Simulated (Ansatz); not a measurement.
The slab is Si(111) 1x1 surface, 6 top atoms, 3 bilayers, bottom bilayer H-capped and fixed, every top atom capped by H; cell 11.5 x 6.6 Å; two neighbouring H replaced by OH; about 7 Å thick over the host's atoms, 18 atoms held. The numbers are results of PBE-D3(BJ) (plane waves to 420 eV, PAW; Ansatz, a program for electronic structure), not measurements. k mesh 1 x 2 x 1. The slab states were run without spin polarisation. A thicker slab, a larger cell or a denser mesh can move such energies by a tenth of an eV or more. All energies are electronic energies at 0 K, without vibrations. Each state was relaxed from one prepared geometry.

One H2O a cell is brought to the surface left by an earlier step (GeH4 exchanges a ligand with a surface O-H group and H2 forms), after H2 has left. Relaxed result near the molecule:

| atom | x (Å) | y (Å) | z (Å) |
|---|---|---|---|
| Si(15) | 3.838 | -0.001 | 9.466 |
| Si(16) | 5.735 | 3.354 | 9.530 |
| H(29) | 3.875 | -0.060 | 10.977 |
| H(44) | 7.694 | -0.006 | 10.998 |
| H(45) | 9.606 | 3.367 | 11.002 |
| O(46) | 5.627 | 3.467 | 11.190 |
| O(48) | 1.754 | 3.497 | 11.205 |
| H(49) | 2.095 | 2.764 | 11.777 |
| Ge(a0) | 6.330 | 2.512 | 12.541 |
| H(a2) | 5.846 | 3.251 | 13.802 |
| H(a3) | 7.861 | 2.497 | 12.418 |
| H(a4) | 5.741 | 1.089 | 12.472 |
| O(b0) | 2.576 | 1.427 | 12.795 |
| H(b1) | 3.305 | 1.650 | 13.396 |
| H(b2) | 2.949 | 0.743 | 12.203 |

Question: What is the adsorption energy against the free H2O and the slab before, and how much of it is dispersion?

Answer: -0.37 eV (negative: bound); the D3 term gives -0.12 eV of it. Its closest contacts to the rest of the cell: H(b2)...H(29) 1.73 Å, O(b0)...H(49) 1.75 Å, H(b2)...H(49) 2.23 Å.
